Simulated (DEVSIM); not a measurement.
Device: abrupt Si p-n junction, at 300 K.

```csv
layer (left to right),material,thickness (μm),Nd (cm⁻³),Na (cm⁻³),τn (s),τp (s)
1,Si,3.50,-,3.1e18,9.7e-7,9.7e-7
2,Si,2.70,3.9e14,-,9.7e-7,9.7e-7
```

Left contact: ohmic. Right contact: ohmic. Voltage is applied to the left contact. Recombination: SRH at mid-gap, radiative, Auger. Mobility is μmin + (μ − μmin)/(1 + (N/Nref)^α).

This is a model device: material constants are rounded textbook-type values typed into the input, and sizes, dopings and lifetimes were drawn at random. Values at 300 K.

| parameter | Si |
|---|---|
| gap (eV) | 1.124 |
| affinity (eV) | 4.05 |
| permittivity | 11.7 |
| Nc (cm⁻³) | 2.86e19 |
| Nv (cm⁻³) | 3.1e19 |
| μn (cm²/Vs) | 1417 |
| μp (cm²/Vs) | 470 |
| μn,min | 52 |
| μp,min | 45 |
| Nref,n | 9.7e16 |
| Nref,p | 2.2e17 |
| αn | 0.68 |
| αp | 0.72 |
| B (cm³/s) | 4.7e-15 |
| Cn (cm⁶/s) | 2.8e-31 |
| Cp (cm⁶/s) | 9.9e-32 |

DEVSIM, 1D drift-diffusion, Boltzmann statistics, complete ionisation; no tunnelling, impact ionisation, image-force lowering or self-heating.

**Question.** Tabulate band edges, carrier densities and field at 0.9 V on the left contact.

**Answer.** Energies count from the Fermi level of the right contact; mesh points crowd at the junctions.

| x (μm) | Ec (eV) | Ev (eV) | n (cm⁻³) | p (cm⁻³) | field (V/cm) |
|---|---|---|---|---|---|
| 0.000 | 0.164 | -0.960 | < 1e2 | 3.1e18 | 69 |
| 0.02590 | 0.165 | -0.959 | 1.9e14 | 3.1e18 | 69 |
| 0.07935 | 0.165 | -0.959 | 5.9e14 | 3.1e18 | 69 |
| 0.1897 | 0.166 | -0.958 | 1.4e15 | 3.1e18 | 69 |
| 0.5379 | 0.168 | -0.956 | 3.8e15 | 3.1e18 | 69 |
| 1.136 | 0.172 | -0.952 | 7.4e15 | 3.1e18 | 68 |
| 2.239 | 0.180 | -0.944 | 1.3e16 | 3.1e18 | 68 |
| 3.035 | 0.185 | -0.939 | 1.6e16 | 3.1e18 | 68 |
| 3.287 | 0.187 | -0.937 | 1.7e16 | 3.1e18 | 68 |
| 3.409 | 0.188 | -0.936 | 1.7e16 | 3.1e18 | 68 |
| 3.469 | 0.188 | -0.936 | 1.7e16 | 3.1e18 | 68 |
| 3.503 | 0.146 | -0.978 | 9.0e16 | 6.0e17 | -42000 |
| 3.532 | 0.122 | -1.002 | 2.3e17 | 2.3e17 | -230 |
| 3.592 | 0.122 | -1.002 | 2.2e17 | 2.2e17 | 100 |
| 3.781 | 0.124 | -1.000 | 2.1e17 | 2.1e17 | 110 |
| 4.104 | 0.128 | -0.996 | 1.8e17 | 1.8e17 | 130 |
| 4.822 | 0.139 | -0.985 | 1.2e17 | 1.2e17 | 200 |
| 5.529 | 0.159 | -0.965 | 5.5e16 | 5.5e16 | 410 |
| 5.959 | 0.189 | -0.935 | 1.7e16 | 1.8e16 | 1300 |
| 6.095 | 0.221 | -0.903 | 5.2e15 | 7.5e15 | 4100 |
| 6.162 | 0.258 | -0.866 | 1.2e15 | 4.0e15 | 7400 |
| 6.200 | 0.290 | -0.834 | 3.9e14 | 300000 | 8600 |
